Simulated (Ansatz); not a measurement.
# Pressure series in WS2

Take WS₂ in the 2H-MoS2 type structure (space group P6_3/mmc, No. 194; a = 3.115 Å, c = 11.773 Å; layered, stacked along the Cartesian z axis) as the base.

Cell and atoms are relaxed at each pressure.

Level of theory: Kohn–Sham DFT with the PBEsol-D3(BJ) functional, run in Ansatz (a first-principles code) with PAW and 420 eV plane waves, no spin-orbit coupling.

Candidates:
(a) pressure 0.3 GPa
(b) pressure 10 GPa
(c) pressure −1 GPa
(d) pressure 7.5 GPa
(e) pressure 3 GPa

Base values:

```
Property   Result
--------  -------
Band gap  0.65 eV
```

**Question.** Order them by band gap, lowest first.

**Answer.** (b) pressure 10 GPa (0.23 eV), (d) pressure 7.5 GPa (0.31 eV), (e) pressure 3 GPa (0.49 eV), (a) pressure 0.3 GPa (0.64 eV), (c) pressure −1 GPa (0.72 eV)

With W present, leaving out spin-orbit coupling can change the band edges. Load acts through the strain it causes; cell and atoms are relaxed under it. Whether these cells are dynamically stable was not tested. Competing high-pressure phases were not computed. The zero or small gap of WS2 under pressure 10 GPa can change with the level of theory.
